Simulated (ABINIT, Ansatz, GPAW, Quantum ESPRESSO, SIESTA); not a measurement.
# One structure in several programs: In (I4/mmm, 1 atom in the cell)

Self-consistent single point.

```yaml
crystal:
  lattice:
    - [-1.60529, 1.60529, 2.45551]
    - [1.60529, -1.60529, 2.45551]
    - [1.60529, 1.60529, -2.45551]
  atoms:
    - { symbol: In, position: [0.00000, 0.00000, 0.00000] }
```

Shared settings, as Ansatz (a program for electronic structure) writes them: kpoints.mp_grid.grid = 19 19 19; scf.occupations.method = fermi_dirac; scf.occupations.width = 0.1 eV. Potentials and cutoffs stand in the table.

```json
[
 {"code": "Ansatz", "model": "PBEsol, default PAW files made with PBE", "pressure (GPa)": "0.44", "cutoff": "default"},
 {"code": "SIESTA", "model": "GGA PBEsol, numerical atomic orbitals TZP, PseudoDojo PBEsol standard norm-conserving potentials (rewritten from UPF to PSML)", "pressure (GPa)": "0.16", "cutoff": "grid 400 Ry"},
 {"code": "Quantum ESPRESSO", "model": "PBEsol, GBRV 1.5 ultrasoft (PBESOL) pseudopotentials", "pressure (GPa)": "-0.66", "cutoff": "40 Ry"},
 {"code": "ABINIT", "model": "PBEsol, norm-conserving pseudopotentials (PseudoDojo nc-sr-04 PBEsol standard)", "pressure (GPa)": "0.51", "cutoff": "70 Ry"},
 {"code": "GPAW", "model": "PBEsol, GPAW PAW datasets PBEsol (made by gpaw-setup)", "pressure (GPa)": "0.10", "cutoff": "600 eV"}
]
```

The spread over the programs that give each value: pressure within 1.17 GPa.

SIESTA uses small atom-centred bases, whose incompleteness enters pressures, forces and empty levels differently from a plane-wave cutoff. Ansatz's pressure is given at a fixed set of plane waves, as the other plane-wave codes print theirs; with its correction for the finite basis it is 0.48 GPa.

The starting cell comes from a database of computed structures (which also holds hypothetical and non-ambient phases and stackings), without a prior relaxation at this level. Its lattice was rescaled by a random factor within 2.5 % of one.

Left out of this page: Elk and FLEUR (not drawn, or without a comparable value).

Keys are those of Ansatz 0.2.
